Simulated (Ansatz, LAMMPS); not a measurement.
## Si well of 20 atomic layers along [001] in random Si0.5Ge0.5, interfaces graded over 4 layers

Cell 16.85 × 16.85 × 60.57 Å, Si566Ge226, 792 atoms. Prepared with Tersoff's 1989 multicomponent potential (SiCGe.tersoff) (LAMMPS): minimisation. 

That structure was relaxed on with PBE, support functions at accuracy medium on the grid of 370 eV (Ansatz, an electronic-structure program). Basis: localised support functions (accuracy medium) on a full density matrix. k-points: zone centre alone; occupations: Fermi-Dirac, 0.010 eV; spin polarisation not allowed. No spin-orbit coupling.

Problem. What does DFT change in the classical structure?

Solution. The energy falls by 0.4 meV an atom over 3 steps; atoms move by 0.012 Å root mean square, 0.04 Å at most.
| quantity | classical minimum | after DFT steps |
|---|---|---|
| 4-fold atoms (%) | 100.0 | 100.0 |
| spread of bond angles (°) | 1.3 | 1.4 |
